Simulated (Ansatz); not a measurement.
The parent structure is CdTe in the zinc blende structure (space group F-43m, No. 216; a = 6.558 Å). Axes: x, y, z lie along the cube axes.

All numbers come from Kohn–Sham DFT with the r2SCAN functional, run in Ansatz (a first-principles code) with PAW and 500 eV plane waves, no spin-orbit coupling.

For the base:

* **Pressure**: 0.00 GPa
* **Valence-band top at Γ**: 0.00, 0.00, 0.00 eV
* **Shortest interatomic distance**: 2.840 Å

Now apply this change: compressive biaxial strain of 0.42 % in the plane normal to [111], as in epitaxy on a mismatched substrate; the out-of-plane cell vector and the atoms relax.

Problem. Estimate the effect on the pressure.

Solution. The pressure (mean of the normal stresses, compression positive) goes from zero to 0.20 GPa.

Problem. Estimate the effect on the valence-band top at Γ.

Solution. The valence-band top at Γ (three highest levels, from the VBM) goes from 0.00, 0.00, 0.00 eV to 0.00, 0.00, -0.04 eV.

Problem. What happens to the shortest interatomic distance?

Solution. The shortest interatomic distance decreases by 0.006 Å to 2.834 Å.

Problem. What does the calculation give for the out-of-plane strain after the change?

Solution. The out-of-plane strain amounts to +0.34 %.

With Te present, leaving out spin-orbit coupling can change the band edges. The levels and masses belong to the bands next to the band gap. Whether these cells are dynamically stable was not tested.
